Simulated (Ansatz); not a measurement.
An Ansatz (a first-principles code) run: InAs with a change (uniaxial strain ε_zz = +1.50 %); LDA (Ansatz, PAW, spin-orbit coupling left out).

Input:

Ansatz 0.2 input:
```yaml
crystal:
  lattice:
    - [0, 3.0130266515, 3.0582220513]
    - [3.0130266515, 0, 3.0582220513]
    - [3.0130266515, 3.0130266515, 0]
  atoms:
    - { symbol: In, position: [0, 0, 0] }
    - { symbol: As, position: [0.25, 0.25, 0.25] }
basis: { ecutwfc: 420, ecutrho_ratio: 4, xc_grid: 2, fft_grid_basis: typed }
kpoints: { mp_grid: { grid: [10, 10, 10] } }
hamiltonian:
  xc: lda
  dispersion: none
  pseudopotentials: { kind: paw }
scf: { occupations: { method: fermi_dirac, width: 0.05 }, convergence: { dr2_threshold: 0.0000000002 } }
relax: { f_tol: 0.005, max_steps: 50 }
output: { forces: true, stress: true }
checkpoint: { write: state.ck, write_every: 1000 }
```

Output (explanatory and most iteration lines left out):

```
Relaxation: its limit of steps is 50 (relax.max_steps)
Pseudopotential: In, paw, valence charge 13
Pseudopotential: As, paw, valence charge 15
Crystal: 2 atoms, lattice volume = 55.527 Å³
Basis set: ecut = 420 eV, 1075 PW (Γ), exchange–correlation on 60×60×60 points (8 copies of the dense FFT grid, shifted against one another)
Bands: 18, of which v1, the nominal top of the filled ones, is band 14 counted from 1 (13 counted from 0)
Symmetry: 8 space group operations
Space group: I-4m2 (ITA 119), of the structure as read, at distance tolerance 3.8e-5 Å
k-points: 102 of 1000 (time reversal used)
Functional: x = slater, c = lda
SCF iter   1: F=—  HF=-10231.250588 eV  |F-HF|=—  |Δ(HF+E_count)|=         —  Δρ=7.01e-3  dr2=2.26e-2  ethr=1.77e-3  ⟨swp⟩=6.0  Hψ=9161  notcnv=0
SCF iter   2: F=—  HF=-10231.242343 eV  |F-HF|=—  |Δ(HF+E_count)|=   8.25e-3  Δρ=2.44e-3  dr2=1.54e-3  ethr=8.09e-5  ⟨swp⟩=3.0  Hψ=3969  notcnv=0
SCF 1 converged in 7 iterations: F = -10231.242074 eV  dr2 = 1.17e-10
relax step   1: F+E_penalty+E_count = -10231.24207440 eV  Δ(F+E_penalty+E_count) = +0.000e0 eV  max|allowed force component| = 8.847e-17 eV/Å  Δτ_max = 0.0000 Å  (7 SCF iters, accepted)
SCF converged after 7 iterations
Free energy (F): -10231.242074 eV
Internal energy: -10231.241720 eV  (E = F + TS)
E sigma→0 (E₀):  -10231.241897 eV
Entropy (-TS):   -0.000354 eV (-0.177 meV/atom)
Fermi energy:    7.551903 eV
--- Forces (eV/Å), atoms counted from 1 ---
  atom   1  In     0.00000000     0.00000000    -0.00000000
  atom   2  As    -0.00000000    -0.00000000    -0.00000000
--- Stress (GPa, compression-positive) ---
       -0.682056       0.000000       0.000000
        0.000000      -0.682056       0.000000
        0.000000       0.000000      -1.241992
  P = ⅓ Tr σ = -0.8687 GPa (-8.687 kbar)
--- Relaxed structure (1 steps of the walk, 1 accepted, 0 SCFs on fresh bases) ---
  atoms:
    - { symbol: In, position: [0.0, 0.0, 0.0] }
    - { symbol: As, position: [0.25, 0.25, 0.25] }
```

The mesh was chosen for an insulator and is coarse for the gapless case. Whether these cells are dynamically stable was not tested. All final runs are without spin polarisation. The cell was made from InAs in the zinc blende structure (space group F-43m, No. 216) by this change: uniaxial strain ε_zz = +1.50 %.
